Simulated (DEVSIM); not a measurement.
System: W/SiO2/n-Si capacitor, at 400 K.

| layer (left to right) | material | thickness (nm) | Nd (cm⁻³) |
|---|---|---|---|
| 1 | SiO2 | 2.00 | - |
| 2 | Si | 2400 | 5.8e16 |

Metal gate on the left, work function 4.6 eV. Fixed charge at the semiconductor interface 0 cm⁻² (in units of +e); no interface traps.

Constants are typed, rounded textbook-type inputs, not results; the design itself was drawn at random and stands for no fabricated device. Values at 300 K; Nc and Nv go as T^1.5, mobilities as T to minus their exponent, the gap by Varshni's rule with the affinity fixed.

```tsv
parameter	SiO2	Si
gap (eV)	9	1.124
affinity (eV)	0.9	4.05
permittivity	3.9	11.7
Nc (cm⁻³)	-	2.86e19
Nv (cm⁻³)	-	3.1e19
Varshni α (eV/K)	-	0.000473
Varshni β (K)	-	636
```

Model (solved in DEVSIM): 1D Poisson equation in equilibrium, Boltzmann statistics, complete ionisation; no quantum confinement or tunnelling. Metal contacts follow the ideal Schottky-Mott rule: no Fermi-level pinning, no interface dipoles.

Problem. Tabulate band edges, carrier densities and field at -0.2 V on the gate.

Solution. Energies count from the Fermi level of the right contact; mesh points crowd at the junctions.

| x (μm) | Ec (eV) | Ev (eV) | n (cm⁻³) | p (cm⁻³) | field (V/cm) |
|---|---|---|---|---|---|
| 0.000 | 3.900 | -5.100 | < 1e2 | < 1e2 | -260000 |
| 0.0007497 | 3.880 | -5.120 | < 1e2 | < 1e2 | -260000 |
| 0.001452 | 3.861 | -5.138 | < 1e2 | < 1e2 | -260000 |
| 0.002214 | 0.695 | -0.401 | 7.7e10 | 4.2e14 | -88000 |
| 0.004271 | 0.677 | -0.419 | 1.3e11 | 2.5e14 | -86000 |
| 0.007596 | 0.649 | -0.447 | 2.9e11 | 1.1e14 | -83000 |
| 0.01414 | 0.597 | -0.500 | 1.3e12 | 2.4e13 | -77000 |
| 0.03403 | 0.460 | -0.636 | 7.0e13 | 4.6e11 | -60000 |
| 0.06844 | 0.308 | -0.788 | 5.8e15 | 5.6e9 | -30000 |
| 0.1339 | 0.233 | -0.864 | 5.2e16 | 6.2e8 | -2000 |
| 0.2628 | 0.229 | -0.868 | 5.8e16 | 5.6e8 | ≈ 0 |
| 0.6546 | 0.229 | -0.868 | 5.8e16 | 5.6e8 | ≈ 0 |
| 1.281 | 0.229 | -0.868 | 5.8e16 | 5.6e8 | ≈ 0 |
| 1.852 | 0.229 | -0.868 | 5.8e16 | 5.6e8 | ≈ 0 |
| 2.182 | 0.229 | -0.868 | 5.8e16 | 5.6e8 | ≈ 0 |
| 2.291 | 0.229 | -0.868 | 5.8e16 | 5.6e8 | ≈ 0 |
| 2.346 | 0.229 | -0.868 | 5.8e16 | 5.6e8 | ≈ 0 |
| 2.374 | 0.229 | -0.868 | 5.8e16 | 5.6e8 | ≈ 0 |
| 2.392 | 0.229 | -0.868 | 5.8e16 | 5.6e8 | ≈ 0 |
| 2.397 | 0.229 | -0.868 | 5.8e16 | 5.6e8 | ≈ 0 |
| 2.400 | 0.229 | -0.868 | 5.8e16 | 5.6e8 | ≈ 0 |
| 2.402 | 0.229 | -0.868 | 5.8e16 | 5.6e8 | ≈ 0 |
